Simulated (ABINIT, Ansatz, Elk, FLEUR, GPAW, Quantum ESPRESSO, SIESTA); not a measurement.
## Code comparison for CdF2 (Fm-3m, 3 atoms in the cell)

Self-consistent single point.

```yaml
crystal:
  lattice:
    - [0.00000, 2.69500, 2.69500]
    - [2.69500, 0.00000, 2.69500]
    - [2.69500, 2.69500, 0.00000]
  atoms:
    - { symbol: Cd, position: [0.00000, 0.00000, 0.00000] }
    - { symbol: F, position: [0.25000, 0.25000, 0.25000] }
    - { symbol: F, position: [0.75000, 0.75000, 0.75000] }
```

Shared settings, as Ansatz (an electronic-structure program) writes them: kpoints.mp_grid.grid = 6 6 6; scf.occupations.method = fermi_dirac; scf.occupations.width = 0.05 eV. Potentials and cutoffs stand in the table.

```
code                                                                                                                                model  gap on the mesh (eV)           cutoff
----------------  -----------------------------------------------------------------------------------------------------------------------  --------------------  ---------------
Quantum ESPRESSO                                                                        PBE, SSSP 1.1.2 efficiency (PBE) pseudopotentials                 3.064            45 Ry
FLEUR                                                                        PBE, all-electron FLAPW (FLEUR), scalar-relativistic valence                 3.220  Kmax 4.1 1/bohr
GPAW                                                                                         PBE, GPAW PAW datasets PBE (gpaw-data 1.0.1)                 3.086           900 eV
Ansatz                                                                                                             PBE, default PAW files                 3.116           420 eV
Elk                                                          PBE, all-electron FP-LAPW, Elk's shipped species files, default APW+lo basis                 3.156         rgkmax 7
SIESTA            GGA PBE, numerical atomic orbitals TZP, PseudoDojo PBE standard norm-conserving potentials (rewritten from UPF to PSML)                 3.164      grid 350 Ry
ABINIT                                                                                                        PBE, PAW (JTH v2.0 PBE PAW)                 3.088            24 Ha
```

Gaps are read on the mesh.

The spread over the programs that give each value: gap on the mesh within 0.156 eV.

SIESTA uses small atom-centred bases, whose incompleteness enters pressures, forces and empty levels differently from a plane-wave cutoff. FLEUR and Elk treat all electrons, but the usual bases taken here (sphere radii, linearisation, local orbitals, empty states) were not tested for convergence, so the values are no reference for the others. In the gap, FLEUR (by 0.133) lies more than 0.12 eV from the median of the plane-wave programs.

On the base mesh (7 7 7) the same programs gave: Ansatz pressure 4.65 GPa, gap on the mesh 3.156 eV; Quantum ESPRESSO pressure 4.81 GPa, gap on the mesh 3.102 eV; ABINIT pressure 4.67 GPa, gap on the mesh 3.127 eV; GPAW gap on the mesh 3.123 eV; Elk gap on the mesh 3.194 eV; FLEUR gap on the mesh 3.261 eV; SIESTA pressure 4.32 GPa, gap on the mesh 3.203 eV.

The starting cell has typed, rounded lattice constants, without a prior relaxation at this level.

Left out of this page: CP2K (on another mesh).

Keys are those of Ansatz 0.2.
